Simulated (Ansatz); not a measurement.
The structure below was relaxed with r2SCAN, PAW, 500 eV (Ansatz, a program for electronic structure; scalar-relativistic without spin-orbit coupling), at pressure 0.9 GPa.

```xyz
2
Lattice="0.0000 1.9876 1.9876 1.9876 0.0000 1.9876 1.9876 1.9876 0.0000" Properties=species:S:1:pos:R:3 pbc="T T T"
F      0.0000     0.0000     0.0000
Li     1.9876     1.9876     1.9876
```

Problem. Find the space group and the Wyckoff positions.

Solution. Space group Fm-3m (No. 225); a = b = c = 3.9751 Å, α = β = γ = 90.00°

| atom | site | symmetry | x | y | z |
|---|---|---|---|---|---|
| F | 4a | m-3m | 0.0000 | 0.0000 | 0.0000 |
| Li | 4b | m-3m | 0.5000 | 0.5000 | 0.5000 |

Load acts through the strain it causes; cell and atoms are relaxed under it. No phonon test of stability was made. The cell was made from LiF in the rock salt structure (space group Fm-3m, No. 225) by this change: pressure 0.9 GPa.
